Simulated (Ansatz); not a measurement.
Base system: NaCl in the rock salt structure (space group Fm-3m, No. 225; a = 5.696 Å).

All numbers come from Kohn–Sham DFT with the PBE functional, run in Ansatz (an electronic-structure program) with PAW and 420 eV plane waves, no SOC.

Base values:

| Quantity | Value |
|---|---|
| Gap between the host's bands | 5.00 eV |

Perturbation: 0.139 electrons added to each cell, a density of 3.0×10^21 cm⁻³, with a uniform compensating background at fixed cell and a 300 K Fermi–Dirac width.

Task: What happens to the Fermi level from band edge and gap between the host's bands?

Result: The Fermi level relative to the doped band's edge (positive inside the band; to 0.05 eV) comes out as +1.40 eV; the gap between the host's bands decreases by 0.15 eV, from 5.00 eV to 4.85 eV.

Carriers are added with a uniform compensating background; total energy and stress of such cells depend on the potential's zero and are not compared; many-body gap narrowing is missing at this level. Stability against distortions was not tested.
